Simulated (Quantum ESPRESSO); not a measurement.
Quantum ESPRESSO is run on Ga3P (Pm-3m, 4 atoms in the cell), and the run fails. The aim is a self-consistent single point with DFT, LDA (PZ), plane waves, GBRV 1.5 ultrasoft (LDA) pseudopotentials.

Cell that was meant: a = 4.2451 Å, b = 4.2451 Å, c = 4.2451 Å, α = 90.00°, β = 90.00°, γ = 90.00°.

Part of the input:

```fortran
/
&SYSTEM
   ibrav = 0
   nat = 5
   ntyp = 2
   ecutwfc = 50
   ecutrho = 250
[...]
Ga    0.50000000    0.00000000    0.50000000
Ga    0.50000000    0.50000000    0.00000000
P     0.00000000    0.00000000    0.00000000
Ga    0.50000000    0.50000000    0.00000000
K_POINTS {automatic}
8 8 8  1 1 1
```

Log, with long lists cut:

```
 %%%%%%%%%%%%%%%%%%%%%%%%%%%%%%%%%%%%%%%%%%%%%%%%%%%%%%%%%%%%%%%%%%%%%%%%%%%%%%
     Error in routine check_atoms (1):
     atoms #   3 and #   5 overlap!
 %%%%%%%%%%%%%%%%%%%%%%%%%%%%%%%%%%%%%%%%%%%%%%%%%%%%%%%%%%%%%%%%%%%%%%%%%%%%%%

     stopping ...
```

Q: From the messages shown, name the fault and mend the input.

A: The fault is one atom entered twice; here the program stops on it instead of giving results. To fix it, remove the duplicate atom. The program stopped before any SCF iteration.

The sound input it was made from differs as follows (other fixes are possible):
```diff
-   nat = 5
+   nat = 4
-Ga    0.50000000    0.50000000    0.00000000
```

With that input, the run converged in 13 iterations: free energy E − TS -17148.9247 eV; Fermi level (on the code's own zero) 9.46 eV; pressure -7.14 GPa (DFT, LDA (PZ), plane waves, GBRV 1.5 ultrasoft (LDA) pseudopotentials).

On the sound input: the starting cell comes from a database of computed structures (which also holds hypothetical and non-ambient phases and stackings), without a prior relaxation at this level. Its lattice was rescaled by a random factor within 2.5 % of one. With a pressure of about -7 GPa the cell is away from its equilibrium volume at this level. The run gives no clean gap (levels at the Fermi energy touch, overlap or are partly filled at this smearing), which alone does not show that the compound is a metal.
